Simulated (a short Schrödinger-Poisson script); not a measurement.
System: gated Al0.4Ga0.6N/GaN polarisation-induced gas, at 77 K.

```csv
layer,material,thickness (nm),Na (cm⁻³)
1,Al0.4Ga0.6N,10,-
2,GaN,6000,5e14
```

The device is made up for the run: typed textbook-type constants, with dimensions and the other settings drawn at random. Al0.4Ga0.6N: permittivity 9.26, conduction-band edge (eV) 0.58, gap (eV) 4.258, electron mass (mₑ) 0.248, Nv at 300 K (cm⁻³) 4.6e19. GaN: permittivity 9.5, conduction-band edge (eV) 0, gap (eV) 3.43, Nv at 300 K (cm⁻³) 4.6e19.

Channel valleys (confinement mass, in-plane density-of-states mass, number): Γ 0.2, 0.2, 1. At the gate the conduction-band edge of layer 1 lies 1.36 eV − eVg above the Fermi level of the channel; the field vanishes at the back. Sheet of polarisation charge: +2e13 e/cm² at 10 nm from the gate. The barrier under the gate holds no holes. Gaps are held at their typed values at every temperature. Mesh 0.08 nm at interfaces.

Solved with a short Schrödinger-Poisson script written for these runs: 1D Poisson equation in equilibrium, electrons quantum, Hartree (BenDaniel-Duke, 40 states a valley, the channel's in-plane mass for all, wave functions free to enter the barrier), parabolic valleys, classical holes, full ionisation, no traps, pinning or gate leakage.

The same stack at other levels of the model or other numerical settings:

```tsv
run	sheet density of all electrons at Vg = 0.5 V (cm⁻²)	sheet density of all electrons at Vg = -2 V (cm⁻²)	capacitance at Vg = 0.5 V (μF/cm²)	centroid of the channel electrons at Vg = 0.5 V (nm)	rough cost against the base
base	1.59e13	4.48e12	0.756	1.69	about 1
electrons treated as classical, Boltzmann	1.80e13	5.37e12	0.812	0.22	0.02
electrons treated as classical, Fermi-Dirac	1.60e13	4.70e12	0.734	1.48	0.1
electrons treated as quantum, Hartree plus LDA exchange-correlation	1.62e13	4.65e12	0.760	1.54	2
mesh six times as coarse	1.59e13	4.48e12	0.757	1.63	0.3
one subband a valley	1.59e13	4.48e12	0.749	1.36	0.5
```

The classical rows ignore confinement, and Boltzmann statistics overrate the density once the band edge passes the Fermi level.
